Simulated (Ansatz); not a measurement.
## Nb$_{4}$N$_{3}$ (space group I4/mmm, No. 139; a cell from a computed database, its experimental status unchecked)

```cif
data_N6Nb8
_chemical_formula_sum 'Nb8 N6'
_space_group_name_H-M_alt 'I4/mmm'
_space_group_IT_number 139
_space_group_name_Hall '-I 4 2'
_cell_length_a 4.36193
_cell_length_b 4.36193
_cell_length_c 8.58229
_cell_angle_alpha 90.000
_cell_angle_beta 90.000
_cell_angle_gamma 90.000
loop_
_atom_site_label
_atom_site_type_symbol
_atom_site_symmetry_multiplicity
_atom_site_Wyckoff_symbol
_atom_site_fract_x
_atom_site_fract_y
_atom_site_fract_z
_atom_site_occupancy
Nb1 Nb 4 c 0.00000 0.50000 0.00000 1
Nb2 Nb 4 e 0.00000 0.00000 0.25279 1
N1 N 4 d 0.00000 0.50000 0.25000 1
N2 N 2 a 0.00000 0.00000 0.00000 1
```
(The calculation used a cell of 7 atoms; values per cell refer to that cell.)

Method: PBEsol (Ansatz, a first-principles code; PAW; 420 eV plane waves; no spin-orbit coupling). Γ-centred 15×15×15 mesh, Fermi–Dirac width 0.05 eV.

- Volume per atom: 11.66 Å³
- Density: 8.41 g/cm³
- Band gap: zero
- Total energy: -2732.202 eV/atom (σ→0; compares only within this code and set-up)

Whether these cells are dynamically stable was not tested. All final runs are without spin polarisation. An odd electron count without spin: Nb4N3.
